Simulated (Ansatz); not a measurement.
## How the bulk modulus of HfSiO (model structure, started from the ZrSiS type, P4/nmm, No. 129, 6 atoms in the cell) moves with the method

No measured value is used here.

```json
[
 {"level (code)": "LDA (Ansatz)", "value (GPa)": "200", "cell (Å³/atom)": "12.46"},
 {"level (code)": "PBE (Ansatz)", "value (GPa)": "173", "cell (Å³/atom)": "13.21"},
 {"level (code)": "PBEsol (Ansatz)", "value (GPa)": "187", "cell (Å³/atom)": "12.79"},
 {"level (code)": "r²SCAN (Ansatz)", "value (GPa)": "189", "cell (Å³/atom)": "12.95"}
]
```

Density-functional levels without +SOC have no spin–orbit coupling. LDA, PBE, PBEsol, r²SCAN: the bulk modulus is −V dP/dV from two relaxed cells at ±2 % in volume. Each level is taken at its own relaxed cell. Cutoffs differ between the levels. Ansatz's density-functional and Hartree–Fock values are scalar-relativistic unless marked +SOC, with PAW data made under PBE.

A model structure was made by putting elements into a prototype or built by hand; it is no filed structure, need not be a known phase, and can be a saddle point held by its symmetry.

Ansatz is a quantum-chemistry and plane-wave program.
